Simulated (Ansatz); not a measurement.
A computed series for SiS2: pressure series

Base system: SiS$_{2}$ (space group Ibam, No. 72; made of chains).

```yaml
crystal:
  lattice:
    - [-3.18287, 5.56346, 2.79635]
    - [3.18287, -5.56346, 2.79635]
    - [3.18287, 5.56346, -2.79635]
  atoms:
    - { symbol: S, position: [0.89640, 0.81848, 0.71488] }
    - { symbol: S, position: [0.39640, 0.68152, 0.07792] }
    - { symbol: S, position: [0.60360, 0.31848, 0.92208] }
    - { symbol: S, position: [0.10360, 0.18152, 0.28512] }
    - { symbol: Si, position: [0.75000, 0.75000, 0.00000] }
    - { symbol: Si, position: [0.25000, 0.25000, 0.00000] }
```

Cell and atoms are relaxed at each pressure.

All numbers come from Kohn–Sham DFT with the PBE functional, run in Ansatz (an electronic-structure program) with PAW and 420 eV plane waves, without spin-orbit coupling.

For the base:

The band gap is 3.10 eV.

### Question
The aim is a band gap between 2.53 eV and 2.78 eV. Which of these changes reaches it?
A) pressure 30 GPa
B) pressure 1.8 GPa
C) pressure 4.2 GPa
D) pressure 18 GPa

### Answer
B, pressure 1.8 GPa. It gives 2.65 eV; pressure 30 GPa gives 0.68 eV; pressure 18 GPa gives 1.65 eV; pressure 4.2 GPa gives 2.36 eV. Changes not listed may reach it too

From pressure 18 GPa on, the axis ratios lie over 15 % from the base's, so the cell there is far from its starting form. Load acts through the strain it causes; cell and atoms are relaxed under it. Stability against distortions was not tested. Competing high-pressure phases were not computed. No dispersion term is included, though the crystal is made of layers, chains or molecules, so its spacings can come out too wide.
